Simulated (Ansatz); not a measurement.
```yaml
crystal:
  lattice:
    - [3.09495, -0.00159, -0.11748]
    - [-0.00295, 3.09498, -0.11687]
    - [-0.51129, -0.51445, 27.37083]
  atoms:
    - { symbol: C, position: [0.87779, 0.42192, 0.08834] }
    - { symbol: C, position: [0.95779, 0.50189, 0.24870] }
    - { symbol: C, position: [0.41773, 0.96187, 0.16845] }
    - { symbol: C, position: [0.03809, 0.58185, 0.40906] }
    - { symbol: C, position: [0.49792, 0.04190, 0.32894] }
    - { symbol: Si, position: [0.89770, 0.94192, 0.12838] }
    - { symbol: Si, position: [0.35771, 0.40187, 0.04813] }
    - { symbol: Si, position: [0.97783, 0.02193, 0.28882] }
    - { symbol: Si, position: [0.43771, 0.48191, 0.20857] }
    - { symbol: Si, position: [0.05819, 0.10193, 0.44927] }
    - { symbol: Si, position: [0.51800, 0.56191, 0.36901] }
    - { symbol: N, position: [0.64425, 0.18685, 0.61853] }
    - { symbol: N, position: [0.10801, 0.65105, 0.54695] }
    - { symbol: N, position: [0.72758, 0.27036, 0.78488] }
    - { symbol: N, position: [0.19150, 0.73433, 0.71253] }
    - { symbol: N, position: [0.80976, 0.35307, 0.95045] }
    - { symbol: N, position: [0.27420, 0.81722, 0.87888] }
    - { symbol: Ta, position: [0.14866, 0.69129, 0.62733] }
    - { symbol: Ta, position: [0.59959, 0.14296, 0.53063] }
    - { symbol: Ta, position: [0.23280, 0.77556, 0.79546] }
    - { symbol: Ta, position: [0.68619, 0.22901, 0.70195] }
    - { symbol: Ta, position: [0.31784, 0.86125, 0.96678] }
    - { symbol: Ta, position: [0.76981, 0.31280, 0.87008] }
```

The first 11 atoms are the substrate (SiC-3C), the rest the film (TaN-rs).

Method: PBE (plane waves to 420 eV, PAW; Ansatz, a program for electronic structure). Spin–orbit coupling is left out; the runs are not spin-polarised; PBE gaps are too small against experiment. Its k-point mesh 10×10×1, Fermi–Dirac width 0.05 eV.

Question: Describe the bonding at the interfaces and give the barriers.

Answer: A periodic stack without vacuum, rock-salt TaN (0 0 1) on 3C silicon carbide (0 0 1) (film strained to the substrate, started from cuts of the bulks and a machine-learned relaxation; slabs C5Si6 and N6Ta6, which can lie off the formulas): substrate slab C5Si6, film N6Ta6, surface cells [[1, 0], [1, 1]] and [[1, 0], [1, 1]], film strained by -0.8 and -0.8 %, outermost planes Si/Si and NTa/NTa as cut, which need not be the usual terminations and can put a slab off its formula.
* **interface area**: 9.6 Å²
* **period**: 27.29 Å
* **heights between the nearest atoms of the two slabs at the two interfaces**: 2.22 and 2.22 Å
* **Si–Ta contacts across the interfaces within 1.22 times the sum of covalent radii**: 4, mean 2.71 Å
* **hole barrier (PBE)**: 0.97 eV
* **electron barrier (PBE)**: 0.41 eV
